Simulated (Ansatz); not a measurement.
Take TiB2 (space group P6/mmm, No. 191; a = 3.032 Å, c = 3.224 Å; relaxed with 0.1 eV smearing) as the base.

Method: PBE (Ansatz, an electronic-structure program, PAW, no SOC).

For the base:

| Quantity | Value |
|---|---|
| Pressure | 0.0 GPa |

It is then changed as follows: the cell is scaled by 1.0250 in all directions, atoms relaxed at fixed cell.

Q: How does this affect the pressure?

A: The pressure (mean of the normal stresses, compression positive) goes from zero to -16.4 GPa.

Q: What happens to the energy relative to the base?

A: The energy rises by 36 meV/atom.

The cells carry an imposed strain or load. Stability against distortions was not tested. The final runs are not spin-polarised.
